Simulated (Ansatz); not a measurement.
## What uniaxial strain ε_zz = +3.00 % does to BP

Take BP in the zinc blende structure (space group F-43m, No. 216; a = 4.491 Å) as the base. Axes: x, y, z lie along the cube axes.

One thing is altered: the cell is stretched by 3.00 % along z with no lateral relaxation; the atoms relax in the strained cell.

Level of theory: LDA in Ansatz (plane waves to 420 eV, PAW, spin-orbit coupling left out). Settings: 13×13×13 k-points, 0.05 eV Fermi–Dirac smearing.

```csv
quantity,base,changed,shift
volume per atom,11.32 Å³,11.66 Å³,+0.34 Å³
space group,F-43m (No. 216),I-4m2 (No. 119),–
energy relative to the base (free energy F),0 meV/atom,+11 meV/atom,+11 meV/atom
"pressure (mean of the normal stresses, compression positive)",-0.01 GPa,-4.93 GPa,-4.92 GPa
band gap,1.14 eV,0.97 eV,-0.17 eV
gap character,–,"indirect, Γ → Γ–X (78 % along)",–
electron mass,"1.3 mₑ along k, 0.22 mₑ across (off the special points)","1.2 mₑ along k, 0.22 mₑ across (off the special points)",–
"valence-band top at Γ (three highest levels, from the VBM)","0.00, 0.00, 0.00 eV","0.00, 0.00, -0.30 eV",–
"valley order (the lowest conduction-band minima on the path, energy above the VBM, named in the base's zone)","a point along ⟨100⟩, about 1.2 Å⁻¹ from Γ 1.14 eV","a point along [010], about 1.1 Å⁻¹ from Γ 0.97 eV; a point along [001], about 1.2 Å⁻¹ from Γ 1.33 eV",–
"stress (xx, yy, zz, yz, xz, xy; compression positive)",–,"(-2.19, -2.19, -10.41, 0.00, 0.00, 0.00) GPa",–
```

Effective masses come from finite differences of ±0.01 Å⁻¹. Along k means along the line from Γ to the band edge. No phonon test of stability was made. Labels are those of the standard path for the cell's own space group.

Ansatz is a quantum-chemistry and plane-wave program.
